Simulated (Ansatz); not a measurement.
**SnC (model structure, started from the NiAs type, P6₃/mmc, No. 194, 4 atoms in the cell): equilibrium lattice constant a by level of theory**

No measured value is used here.

| level (code) | value (Å) |
|---|---|
| LDA (Ansatz) | 3.299 |
| PBE (Ansatz) | (withheld) |
| PBEsol (Ansatz) | 3.324 |
| PBE-D3(BJ) (Ansatz) | 3.332 |

Task: Some entries are withheld; supply them.

Result: 
- PBE (Ansatz, a quantum-chemistry and plane-wave program), value (Å): 3.367

PBE-D3(BJ): a distance lies near a switch of the dispersion term, which can move the cell. Ansatz's density-functional and Hartree–Fock values are scalar-relativistic unless marked +SOC, with PAW data made under PBE.

A model structure was made by putting elements into a prototype or built by hand; it is no filed structure, need not be a known phase, and can be a saddle point held by its symmetry.
